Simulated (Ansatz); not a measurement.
We consider L1₂ (Cu3Au-type) Ni₃Si, described by PBEsol in Ansatz (plane waves, PAW).

Run with plane-wave cutoff 520 eV, 16×16×16 k mesh, Fermi–Dirac smearing 0.05 eV, no spin polarisation, scalar-relativistic PAW data made under PBE.

Pressure at four volumes; x = ln(V/10.364 Å³). One pressure is withheld.

| V (Å³/atom) | x | P (GPa) |
|---|---|---|
| 9.743 | -0.0618 | 17.20 |
| 10.364 | 0.0000 | 0.00 |
| 10.779 | 0.0393 | -8.59 |
| 10.986 | 0.0583 | ? |

Q: Pass a parabola P(x) through the three rows shown, estimate the bulk modulus and its pressure derivative near zero pressure, and predict the withheld pressure.

A: Slopes between the rows: (0.00 − (17.20))/(0.0000 − (-0.0618)) = -278.32 and (-8.59 − (0.00))/(0.0393 − (0.0000)) = -218.58 GPa. Their difference over the span 0.1011 is c = 59.74/0.1011 = 590.9 GPa, so P(x) = 17.20 + (-278.32)(x − (-0.0618)) + 590.9 (x − (-0.0618))(x − (0.0000)). At the middle row B = −dP/dx = −[-278.32 + 590.9 × 0.0618] = 241.8 GPa, and B′ = dB/dP = 2c/B = 4.9. At x = 0.0583 the parabola gives -12.09 GPa; the run gives -12.20 GPa. The Birch–Murnaghan fit to the energies at all volumes has B0 = 240 GPa and B′ = 4.7.

Ansatz is a program for electronic structure.
